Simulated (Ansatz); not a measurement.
Results of r²SCAN+rVV10 in Ansatz (plane waves, PAW) for LiF (model structure, F-43m, No. 216, 2 atoms in the cell).

Settings: plane-wave cutoff 560 eV, 14×14×14 k mesh, Fermi–Dirac smearing 0.01 eV, scalar-relativistic PAW data made under PBE.

Computed at the level's own relaxed cell.

```
LiF
1.0
    0.00000     2.13683     2.13683
    2.13683     0.00000     2.13683
    2.13683     2.13683     0.00000
Li F
1 1
Direct
  0.00000   0.00000   0.00000
  0.25000   0.25000   0.25000
```

List the 5 lowest band energies at Γ above −25 eV (eV, relative to the valence band maximum), grouping those that round alike.

At Γ: -20.49, 0.00 (×3), 8.63.

Note: the relaxation could raise the start's symmetry but not lower it, so the cell can be a saddle point.

A model structure was made by putting elements into a prototype or built by hand; it is no filed structure, need not be a known phase, and can be a saddle point held by its symmetry.

Ansatz is a quantum-chemistry and plane-wave program.
